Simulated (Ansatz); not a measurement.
Checking a run of Ansatz (a program for electronic structure) on Cs (Im-3m, 1 atom in the cell). The aim is a self-consistent single point with DFT, PBE, plane waves, PAW files.

Cell that was meant: a = 5.4859 Å, b = 5.4859 Å, c = 5.4859 Å, α = 109.47°, β = 109.47°, γ = 109.47°.

Part of the input:

Ansatz 0.2 input:
```yaml
    - [3.167258, 3.167258, -3.167258]
  atoms:
    - { symbol: Cs, position: [0.000000, 0.000000, 0.000000] }
basis:
  ecutwfc: 65.0
kpoints:
  mp_grid: { grid: [6, 6, 6] }
hamiltonian:
```

The program printed (abridged):

```
   [... lines left out ...]
Bands: 9, of which v1, the nominal top of the filled ones, is band 5 counted from 1 (4 counted from 0)
Symmetry: 48 space group operations
Space group: Im-3m (ITA 229), of the structure as read, at distance tolerance 5.0e-5 Å
k-points: 16 of 216
Initial density: superposition of atomic densities (chi_scale 0.1, normalization cell)
Initial wavefunctions: pseudopotential atomic-orbital guess
Eigensolver: davidson
Functional: x = pbe(κ = 0.804, μ = 0.2195149727645171), c = pbe(β = 0.06672455060314922)
SCF iter   1: F=—  HF=-5664.623367 eV  |F-HF|=—  |Δ(HF+E_count)|=         —  Δρ=3.44e-2  dr2=1.36e0  ethr=3.10e-3  ⟨swp⟩=4.0  Hψ=830  notcnv=0
all-band conjugate gradients solve this SCF's bands
preconditioner: auto → Kerker (q_TF=auto, 1.755 Å⁻¹)
SCF iter   2: F=—  HF=-5664.342577 eV  |F-HF|=—  |Δ(HF+E_count)|=   2.81e-1  S|Δr|=    0.00e0  Δρ=1.80e-2  dr2=4.31e-1  ethr=3.10e-3  ⟨swp⟩=2.2  Hψ=377  notcnv=0
   [... lines left out ...]
SCF iter   5: F=—  HF=-5664.179271 eV  |F-HF|=—  |Δ(HF+E_count)|=   8.06e-5  S|Δr|=    0.00e0  Δρ=1.24e-4  dr2=4.19e-5  ethr=1.09e-5  ⟨swp⟩=1.0  Hψ=144  notcnv=0
SCF iter   6: F=—  HF=-5664.162879 eV  |F-HF|=—  |Δ(HF+E_count)|=   1.64e-2  S|Δr|=    0.00e0  Δρ=2.79e-5  dr2=1.89e-6  ethr=4.66e-7  ⟨swp⟩=1.6  Hψ=154  notcnv=0
SCF iter   7: F=-5664.162882 eV  HF=-5664.162882 eV  |F-HF|=1.13e-7  |Δ(HF+E_count)|=   3.47e-6  S|Δr|=    0.00e0  Δρ=6.00e-6  dr2=7.45e-8  ethr=1.11e-9  ⟨swp⟩=2.1  Hψ=525  notcnv=0
SCF 1 converged in 7 iterations: F = -5664.162882 eV  dr2 = 7.45e-8
Stability not checked (fill_not_monotonic)
Free energy (F): -5664.162882 eV
Internal energy: -5664.149585 eV  (E = F + TS)
E sigma→0 (E₀):  -5664.158450 eV
Entropy (-TS):   -0.013297 eV (-13.297 meV/atom)
Fermi energy:    2.068128 eV
--- Forces (eV/Å), atoms counted from 1 ---
  atom   1  Cs     0.00000000    -0.00000000    -0.00000000
--- Stress (GPa, compression-positive) ---
       -0.151035       0.000000      -0.000000
        0.000000      -0.151035       0.000000
       -0.000000       0.000000      -0.151035
  P = ⅓ Tr σ = -0.1510 GPa (-1.510 kbar)
  The stress holds the Pulay correction. Without it, at fixed plane waves, as pw.x and ABINIT print it: P = -17.2118 GPa
```

### Question
Is anything amiss in this input, and did it matter?

### Answer
The run is not sound. The fault is a basis or grid far too coarse for these potentials. Far below the cutoff that the potentials were made for, the basis cannot represent the orbitals near the nuclei, and energies, forces and above all the stress go wrong. To fix it, restore the cutoff that the potentials need and check convergence. The run converged in 7 iterations without an error; against the sound input the free energy goes up by 6.74 eV/atom and the pressure moves little (-0.14 to -0.15 GPa). At a fixed set of plane waves, without the program's Pulay estimate, the pressure is -17.21 GPa against -0.14 GPa.

The sound input it was made from differs as follows (other fixes are possible):
```diff
-basis:
-  ecutwfc: 65.0
```

With that input, the run converged in 7 iterations: free energy E − TS (on the zero of these files) -5670.9003 eV; Fermi level (on the code's own zero) 1.85 eV; pressure -0.14 GPa (DFT, PBE, plane waves, PAW files).

On the sound input: the starting cell comes from a database of computed structures (which also holds hypothetical and non-ambient phases and stackings), without a prior relaxation at this level. Its lattice was rescaled by a random factor within 2.5 % of one. Ansatz's pressure includes its estimate of the finite-basis (Pulay) stress.
